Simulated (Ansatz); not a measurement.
All values below come from PBE (plane waves to 420 eV, PAW; Ansatz, an electronic-structure program).

Planar average of the electrostatic potential across the slab, in eV from the Fermi level, for Cu on the 1x1 (111) surface of fcc Au (the real clean face reconstructs), one in a 2x2 cell, started at the site 'hollow Au-Au-Au over Au at depth 2.4 Å':

(z (Å), V (eV)): (5.30, 5.14); (5.59, 5.14); (5.89, 5.14); (6.18, 5.13); (6.48, 5.13); (6.77, 5.12); (7.07, 5.09); (7.36, 5.03); (7.66, 4.90); (7.95, 4.60); (8.24, 3.91); (8.54, 2.26); (8.83, -2.24); (9.13, -9.75); (9.42, -14.88); (9.72, -15.97); (10.01, -13.13); (10.31, -6.59); (10.60, -0.37); (10.89, 1.00); (11.19, -1.72); (11.48, -8.73); (11.78, -14.46); (12.07, -16.29); (12.37, -14.25); (12.66, -8.36); (12.96, -1.51); (13.25, 0.77); (13.54, -1.35); (13.84, -8.11); (14.13, -14.10); (14.43, -16.24); (14.72, -14.54); (15.02, -8.92); (15.31, -1.85); (15.61, 1.04); (15.90, -0.07); (16.19, -5.95); (16.49, -12.73); (16.78, -15.97); (17.08, -15.27); (17.37, -10.61); (17.67, -3.33); (17.96, 0.84); (18.26, 0.98); (18.55, 0.42); (18.84, 0.41); (19.14, 1.25); (19.43, 2.69); (19.73, 3.51); (20.02, 3.78); (20.32, 3.90); (20.61, 3.96); (20.91, 3.98); (21.20, 4.00); (21.49, 4.01); (21.79, 4.01); (22.08, 4.01); (22.38, 4.01); (22.67, 4.01); (22.97, 4.01)

Set-up: 17 atoms, 7.2 Å thick at the start under the adsorbate (thin: gaps and levels are the slab's own); mesh 6x6x1; 0.1 eV smearing; dipole correction on; 8 atoms held, the rest relaxed; start symmetry kept, larger cells not searched; no spin, no spin-orbit, no U, no dispersion correction. At the end it is bonded to 3 Au. In PBE it is, or lies within 0.03 eV of, the lowest of the starts that converged.

Problem. The surface cell has an area of 29.93 Å². What dipole along the normal does the step between the two vacuum levels imply?

Solution. the top vacuum level lies 1.13 eV below the bottom one; p = −ε₀ A ΔV (ε₀ = 0.005526 e/(V·Å)) gives 0.19 e·Å a cell.
